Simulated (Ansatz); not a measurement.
Here is the system:

```xyz
6
Lattice="4.6041 0.0000 0.0000 0.0000 4.6041 0.0000 0.0000 0.0000 3.0534" Properties=species:S:1:pos:R:3 pbc="T T T"
Zn     0.0000     0.0000     0.0000
Zn     2.3020     2.3020     1.5267
F      1.3895     1.3895     0.0000
F      3.6915     0.9126     1.5267
F      0.9126     3.6915     1.5267
F      3.2146     3.2146     0.0000
```

No spin polarisation.

All numbers come from PBEsol (Ansatz, a first-principles code, PAW, no spin-orbit coupling). k-mesh 7×7×11 (Γ-centred); smearing 0.05 eV (Fermi–Dirac).

Task: What pressure (mean of the normal stresses, compression positive) does the calculation give?

Result: 9.82 GPa.

Task: Estimate the band gap.

Result: 3.52 eV.

The cells carry an imposed strain or load. Stability against distortions was not tested. The cell was made from ZnF2 in the rutile structure (space group P4_2/mnm, No. 136) by this change: isotropic strain −2.40 %.
